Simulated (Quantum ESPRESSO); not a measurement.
A self-consistent single point of ZnNi3Sb2 (P-3m1, 6 atoms in the cell) with Quantum ESPRESSO.

Method: PBEsol, PSlibrary ultrasoft (PBE) pseudopotentials (plane waves; Quantum ESPRESSO 7.5).

The change in words: lattice scaled by 0.98. Reference geometry:
```
CELL_PARAMETERS angstrom
      4.04555     0.00000     0.00000
     -2.02278     3.50355     0.00000
      0.00000     0.00000     6.19719
ATOMIC_POSITIONS crystal
  Zn 0.00000 0.00000 0.00000
  Ni 0.00000 0.00000 0.50000
  Ni 0.33333 0.66667 0.89170
  Ni 0.66667 0.33333 0.10830
  Sb 0.33333 0.66667 0.30210
  Sb 0.66667 0.33333 0.69790
```

Reference input (self-consistent single point, DFT, PBEsol, plane waves, PSlibrary ultrasoft (PBE) pseudopotentials): ecutwfc = 50 Ry; ecutrho = 300 Ry; occupations = smearing; smearing = gaussian; degauss = 0.0147 Ry; input_dft = pbesol; K_POINTS = automatic 7 7 4 0 0 0; conv_thr = 1e-11 Ry; mixing_beta = 0.3. This run's input differs from it in these lines:

```diff
@@ -10,3 +10,3 @@
  ibrav = 0
- celldm(1) = 7.64498755
+ celldm(1) = 7.49208790
  nat = 6
@@ -40,3 +40,3 @@
   -0.50000000     0.86602540     0.00000000
-   0.00000000     0.00000000     1.53185231
+   0.00000000     0.00000000     1.53185224
```

Log, with long lists cut:

```
     Self-consistent Calculation

     iteration #  1     ecut=    50.00 Ry     beta= 0.30

     total energy              =    -487.38634149 Ry
     estimated scf accuracy    <       1.59228277 Ry

     iteration #  2     ecut=    50.00 Ry     beta= 0.30

     total energy              =    -487.62798826 Ry
     estimated scf accuracy    <       2.51657728 Ry

     iteration #  3     ecut=    50.00 Ry     beta= 0.30

     total energy              =    -487.85291063 Ry
     estimated scf accuracy    <       1.56851455 Ry

   [... 12 blocks of this kind left out ...]

     iteration # 16     ecut=    50.00 Ry     beta= 0.30

     total energy              =    -487.93837142 Ry
     estimated scf accuracy    <          3.9E-11 Ry

     iteration # 17     ecut=    50.00 Ry     beta= 0.30
     End of self-consistent calculation

     the Fermi energy is    13.4686 ev

!    total energy              =    -487.93837142 Ry
     estimated scf accuracy    <          5.7E-12 Ry
     smearing contrib. (-TS)   =      -0.00470669 Ry
     internal energy E=F+TS    =    -487.93366473 Ry

     convergence has been achieved in  17 iterations

     Forces acting on atoms (cartesian axes, Ry/au):

     atom    1 type  1   force =     0.00000000    0.00000000    0.00000000
     atom    2 type  2   force =     0.00000000   -0.00000000    0.00000000
     atom    3 type  2   force =     0.00000000    0.00000000   -0.01561637
     atom    4 type  2   force =     0.00000000    0.00000000    0.01561637
     atom    5 type  3   force =     0.00000000    0.00000000    0.01540625
     atom    6 type  3   force =    -0.00000000   -0.00000000   -0.01540625

     Total force =     0.031023     Total SCF correction =     0.000001

          total   stress  (Ry/bohr**3)                   (kbar)     P=      153.93
   0.00105024   0.00000000   0.00000000          154.50        0.00        0.00
   0.00000000   0.00105024   0.00000000            0.00      154.50        0.00
   0.00000000   0.00000000   0.00103875            0.00        0.00      152.81

   JOB DONE.
```

The run converged in 17 iterations. Against the reference run the free energy goes up by 56.2 meV/atom, the pressure goes from 4.32 to 15.39 GPa and the largest force goes from 0.134 to 0.402 eV/Å.

The starting cell comes from a database of computed structures (which also holds hypothetical and non-ambient phases and stackings), without a prior relaxation at this level. Its lattice was rescaled by a random factor within 2.5 % of one. For this run, on top of that: lattice scaled by 0.98. Spin polarisation is off. With a pressure of about 15 GPa the cell is away from its equilibrium volume at this level.

Cost on one core of a shared machine: roughly 3 min.
